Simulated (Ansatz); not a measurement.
Base system: ZnCu in the CsCl type structure (space group Pm-3m, No. 221; a = 2.908 Å; relaxed with 0.1 eV smearing). Axes: x, y, z lie along the cube axes.

Computed with Ansatz (a first-principles code) PBEsol, spin-orbit coupling left out.

It is then changed as follows: a pure shear with ε_xy = ε_yx = 0.0143; the atoms relax in the strained cell.

Question: What happens to the stress and energy relative to the base?

Answer: The stress (xx, yy, zz, yz, xz, xy; compression positive) comes out as (0.1, 0.1, 0.2, 0.0, 0.0, -2.9) GPa; the energy goes up by 3.1 meV/atom.

No phonon test of stability was made. The final runs are not spin-polarised.
